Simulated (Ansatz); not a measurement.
System: fluorite HfO2 (high-temperature phase). Method: r²SCAN (plane waves, PAW; Ansatz, a quantum-chemistry and plane-wave program).

Run with plane-wave cutoff 560 eV, 12×12×12 k mesh, Fermi–Dirac smearing 0.01 eV, scalar-relativistic PAW data made under PBE.

Pressure at four volumes; x = ln(V/10.785 Å³). One pressure is withheld.

```tsv
V (Å³/atom)	x	P (GPa)
10.138	-0.0619	?
10.353	-0.0409	12.06
10.785	0.0000	0.02
11.432	0.0583	-13.96
```

Task: Pass a parabola P(x) through the three rows shown, estimate the bulk modulus and its pressure derivative near zero pressure, and predict the withheld pressure.

Result: Slopes between the rows: (0.02 − (12.06))/(0.0000 − (-0.0409)) = -294.38 and (-13.96 − (0.02))/(0.0583 − (0.0000)) = -239.79 GPa. Their difference over the span 0.0992 is c = 54.59/0.0992 = 550.3 GPa, so P(x) = 12.06 + (-294.38)(x − (-0.0409)) + 550.3 (x − (-0.0409))(x − (0.0000)). At the middle row B = −dP/dx = −[-294.38 + 550.3 × 0.0409] = 271.9 GPa, and B′ = dB/dP = 2c/B = 4.0. At x = -0.0619 the parabola gives 18.96 GPa; the run gives 19.09 GPa. The Birch–Murnaghan fit to the energies at all volumes has B0 = 271 GPa and B′ = 4.2.

Measured, for comparison: bulk modulus 242 ± 16 GPa (room temperature, no zero-point or thermal correction, nanocrystalline cubic HfO2, second-order Birch-Murnaghan; as tabulated in High-pressure structural stability, equation of state, and thermal expansion …). Computed less measured: bulk modulus +12 %.

Note: symmetry holds this phase in the static calculation, where it need not be a minimum; held by symmetry at 0 K, a high-temperature phase can be a saddle point.

Spin–orbit coupling is not included.
